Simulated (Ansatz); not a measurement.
The parent structure is Ta in the bcc (W type) structure (space group Im-3m, No. 229; a = 3.254 Å; relaxed with 0.1 eV smearing). Axes: x, y, z lie along the cube axes.

Computed with Kohn–Sham DFT with the LDA functional, run in Ansatz (a program for electronic structure) with PAW and 420 eV plane waves, no spin-orbit coupling.

For the base:

* **Shortest interatomic distance**: 2.818 Å

Now apply this change: uniaxial strain ε_zz = −3.00 %, all other strain components held at zero, atoms relaxed at fixed cell.

Q: Predict the new energy relative to the base, stress and shortest interatomic distance.

A: The energy rises by 15 meV/atom; the stress (xx, yy, zz, yz, xz, xy; compression positive) comes out as (5.8, 5.8, 9.8, 0.0, 0.0, 0.0) GPa; the shortest interatomic distance falls by 0.028 Å (2.818 Å → 2.790 Å).

Whether these cells are dynamically stable was not tested. The final runs are not spin-polarised.
